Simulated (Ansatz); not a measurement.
Worked example: relaxation of the atoms of TiSi (Pm, 8 atoms in the cell) in Ansatz (an electronic-structure program).

Method: LDA (PW92), default PAW files made with PBE (plane waves; Ansatz).

The change in words: one atom moved by 0.15 angstrom; relax: default → atoms; relax.f_tol: default → 0.2 eV/Å. Reference geometry:
```
TiSi
1.0
    6.54479     0.00000     0.00000
    0.00000     3.64990     0.00000
    0.00000     0.00000     5.01845
Ti Si
4 4
Direct
  0.67568   0.25000   0.37178
  0.32432   0.75000   0.62822
  0.82432   0.75000   0.87178
  0.17568   0.25000   0.12822
  0.54393   0.25000   0.85540
  0.45607   0.75000   0.14460
  0.95607   0.75000   0.35540
  0.04393   0.25000   0.64460
```

Reference input (self-consistent single point, DFT, LDA (PW92), plane waves, default PAW files made with PBE): basis.ecutwfc = 30.9 Ry; kpoints.mp_grid.grid = 3 7 5; hamiltonian.xc = lda; hamiltonian.pseudopotentials = {kind: paw} (the program's default PAW files); scf.occupations.method = fermi_dirac; scf.occupations.width = 0.0073 Ry. This run's input differs from it in these lines:

```diff
@@ -6,3 +6,3 @@
   atoms:
-    - { symbol: Ti, position: [0.675680, 0.250000, 0.371780] }
+    - { symbol: Ti, position: [0.675680, 0.250000, 0.401670] }
     - { symbol: Ti, position: [0.324320, 0.750000, 0.628220] }
@@ -27,2 +27,4 @@
     width: 0.0073 Ry
+relax:
+  f_tol: 0.2
 output:
```

Log, with long lists cut:

```
   [... SCF lines of the steps left out ...]
relax step   1: F+E_penalty+E_count = -12242.45048385 eV  Δ(F+E_penalty+E_count) = +0.000e0 eV  max|allowed force component| = 1.612e0 eV/Å  Δτ_max = 0.0000 Å  (6 SCF iters, dr2 threshold 1.00e-4 eV, accepted)
relax step   2: F+E_penalty+E_count = -12242.56427276 eV  Δ(F+E_penalty+E_count) = -1.138e-1 eV  max|allowed force component| = 1.492e-1 eV/Å  Δτ_max = 0.1501 Å  (6 SCF iters, dr2 threshold 1.00e-4 eV, accepted)
relax step   3: F+E_penalty+E_count = -12242.56427327 eV  Δ(F+E_penalty+E_count) = -5.114e-7 eV  max|allowed force component| = 1.488e-1 eV/Å  Δτ_max = 0.0000 Å  (6 SCF iters, accepted)
the relaxation is at rest under the 2 symmetry operations that the run kept from its start: a minimum is not shown …
Free energy (F): -12242.564273 eV
Internal energy: -12242.470612 eV  (E = F + TS)
E sigma→0 (E₀):  -12242.517443 eV
Entropy (-TS):   -0.093661 eV (-11.708 meV/atom)
Fermi energy:    12.494026 eV
--- Forces (eV/Å), atoms counted from 1 ---
  atom   1  Ti     0.14870163     0.00000000     0.06658449
  atom   2  Ti    -0.07243756     0.00000000    -0.07853699
  atom   3  Ti    -0.01360609     0.00000000    -0.12421197
  atom   4  Ti     0.02484358     0.00000000    -0.14878474
  atom   5  Si    -0.03431993     0.00000000     0.13242656
   [... lines left out ...]
    - { symbol: Ti, position: [0.17656173844585127, 0.25, 0.13644272200689075] }
    - { symbol: Si, position: [0.5454179444796369, 0.25, 0.8525578594054936] }
    - { symbol: Si, position: [0.45656707834880933, 0.75, 0.14623199202258833] }
    - { symbol: Si, position: [0.9551663793180762, 0.75, 0.3601096332595626] }
    - { symbol: Si, position: [0.04340311816448715, 0.25, 0.6519336067618182] }
```

The run converged.  The full log also holds: “iter 5 did not close the SCF: its close was put off for the readings that it lacked (scf_convergence_deferred on its scf_iter line)”. The full log also holds: “iter 3 did not close the SCF: its close was put off for the readings that it lacked (scf_convergence_deferred on its scf_iter line)”.

Summary of the result:
| Quantity | Value |
|---|---|
| Free energy E − TS (on the zero of these files) | -12242.5643 eV |
| Fermi level (on the code's own zero) | 12.49 eV |
| Pressure | -8.28 GPa |
| Largest force (vector length) | 0.163 eV/Å |
| Relaxation steps | 3 |

The starting cell comes from a database of computed structures (which also holds hypothetical and non-ambient phases and stackings), without a prior relaxation at this level. Its lattice was rescaled by up to half a per cent. For this run, on top of that: one atom moved by 0.15 angstrom. Spin polarisation is off. Ansatz's pressure includes its estimate of the finite-basis (Pulay) stress.

Cost on one core of a shared machine: roughly 40 s.

Keys are those of Ansatz 0.2.
